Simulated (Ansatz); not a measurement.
Structures of equal composition on the (111) surface of fcc Al: a pseudomorphic layer of Ir in the host's stacking; a pseudomorphic layer of Ir in the other hollow. The slabs share one bottom face, and each structure is named by its start. These are constructed structures in small cells; real faces may alloy, dewet or reconstruct in larger ones, and not all known structures of the face are among them. Slabs of about 12 Å, Fermi-Dirac smearing of 0.1 eV. Bottom of the slabs: a bare face, its two planes held. Relaxed from the named starts with such symmetry as they have, on meshes of like density; energies extrapolated to zero smearing; spin only where a row says so; no spin-orbit coupling, no U. Brackets mark spin-polarised runs, whose order is one that fits the cell.

All values below come from PBE (plane waves to 420 eV, PAW; Ansatz, a program for electronic structure).

Q: Order them by energy per 1x1 cell (lowest first) at the level PBE.

A: a pseudomorphic layer of Ir in the host's stacking (0.000 eV), a pseudomorphic layer of Ir in the other hollow (0.086 eV)
